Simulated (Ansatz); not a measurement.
# Effect of x(K) = 0.333, 12 atoms, P-3m1 on ScAl3

The parent structure is ScAl$_{3}$ in the Cu3Au type structure (space group Pm-3m, No. 221; a = 4.0716 Å).

The other end (x = 1) is KAl₃ in the Cu3Au type structure (space group Pm-3m, No. 221; a hypothetical phase, not in the database extracts checked): 22.00 Å³/atom, gap zero; this end may not be an ambient phase.

One thing is altered: a fraction x = 0.333 of the Sc sites is given to K, ordered in a cell of 12 atoms (starting symmetry P-3m1) and fully relaxed.

Calculations: Kohn–Sham DFT with the PBEsol functional, run in Ansatz (an electronic-structure program) with PAW and 420 eV plane waves, no SOC. Γ-centred 9×9×7 mesh, Fermi–Dirac width 0.05 eV, for the changed cell.

| quantity | base | changed | shift |
|---|---|---|---|
| volume per atom | 16.88 Å³ | 18.06 Å³ | +1.187 Å³ |
| density | 3.10 g/cm³ | 2.85 g/cm³ | -0.25 g/cm³ |
| shortest interatomic distance | 2.879 Å | 2.861 Å | -0.018 Å |
| band gap | zero | zero | – |
| mixing energy (to 0.01 eV only: unlike meshes or grids) (against an end that may be hypothetical) | – | 0.00 eV/atom | – |
| deviation of the volume from the linear (Vegard-type) interpolation | – | -2.8 % | – |
| mean first-shell distances | – | Sc–Al 2.930 Å (end compound 2.879 Å), K–Al 2.978 Å (end compound 3.145 Å) | – |

Final structure:

```
CELL_PARAMETERS angstrom
      5.88780     0.00000     0.00000
     -2.94390     5.09898     0.00000
      0.00000     0.00000     7.21955
ATOMIC_POSITIONS crystal
  Al 0.66141 0.83071 0.65797
  Al 0.33859 0.16929 0.34203
  Al 0.00000 0.50000 0.00000
  Al 0.83071 0.16929 0.34203
  Al 0.50000 0.50000 0.00000
  Al 0.16929 0.83071 0.65797
  Al 0.83071 0.66141 0.34203
  Al 0.50000 0.00000 0.00000
  Al 0.16929 0.33859 0.65797
  Sc 0.33333 0.66667 0.32539
  K  0.00000 0.00000 0.00000
  Sc 0.66667 0.33333 0.67461
```

Cost of the whole job for the changed cell (relaxation, final SCF and bands): about 5 core-minutes (a rough figure).

These are small ordered cells, not random alloys; other orderings at the same x differ. Stability against distortions was not tested. All final runs are without spin polarisation. KSc2Al9 has a high density of states at the Fermi level and may be magnetic at this level.
